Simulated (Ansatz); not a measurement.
**BeS (model structure, within 0.1 Å of P4/nmm, No. 129, 8 atoms in the cell)**

Method: LDA (Ansatz, a first-principles code, plane waves, PAW).

Settings: plane-wave cutoff 520 eV, 6×16×16 k mesh (along the axes of the cell as run), Fermi–Dirac smearing 0.05 eV, scalar-relativistic PAW data made under PBE.

Cell (relaxed with PBE-D3(BJ)):

```yaml
crystal:
  lattice:
    - [10.37076, 0.00000, 0.00000]
    - [0.00000, 3.43741, 0.00000]
    - [0.00000, 0.00000, 3.43757]
  atoms:
    - { symbol: Be, position: [0.25000, 0.25000, 0.74966] }
    - { symbol: Be, position: [0.25000, 0.75000, 0.24966] }
    - { symbol: Be, position: [0.75000, 0.75000, 0.25034] }
    - { symbol: Be, position: [0.75000, 0.25000, 0.75034] }
    - { symbol: S, position: [0.86774, 0.25000, 0.25033] }
    - { symbol: S, position: [0.63226, 0.75000, 0.75033] }
    - { symbol: S, position: [0.13226, 0.75000, 0.74967] }
    - { symbol: S, position: [0.36774, 0.25000, 0.24967] }
```

```
Item                            Value
--------  ---------------------------
band gap  2.99 eV (on the SCF k mesh)
```

Note: cell and atoms aren't relaxed at this level (pressure -1.4 GPa).

The computed numbers hold no vibrational or temperature effects.

Cost on a shared machine: roughly 100 core-seconds.

A model structure was made by putting elements into a prototype or built by hand; it is no filed structure, need not be a known phase, and can be a saddle point held by its symmetry.
